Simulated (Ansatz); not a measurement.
Defect migration in monoclinic ZrO2: O vacancy, charge state +2. The step: one O atom jumps into the vacancy from a nearby O site; the atom moves 1.78 Å along (-0.04, 0.34, -0.03) of the unit cell; the moving atom starts with neighbours O at 2.56; Zr at 2.11, Zr at 2.17, Zr at 2.30, Zr at 2.71 Å and ends with O at 2.56; Zr at 2.11, Zr at 2.17, Zr at 2.30, Zr at 2.71 Å. DFT values are from Ansatz (plane-wave PAW, 420 eV unless said) in a cell of 324 host sites, spin-restricted, static, with no finite-size correction. The charge state is imposed; whether it is stable for some Fermi level was not computed. Forms of the defect that were not tried may lie lower. The start lies 0.59 eV above the lowest site run (PBE). For the PBE band: the saddle point's order was not checked, and it lies on a symmetry element of the cell, where a band can be held.

| Level | Forward barrier (eV) |
|---|---|
| PBE, the Γ point alone, band relaxed | 0.28 |
| PBE, a 2×2×2 k-point mesh shifted by half a step, same geometries | 0.28 |
| r2SCAN at 500 eV, the Γ point alone, same geometries | 0.31 |
| HSE06, Γ point alone, same geometries | 0.29 |

Ansatz is an electronic-structure program.
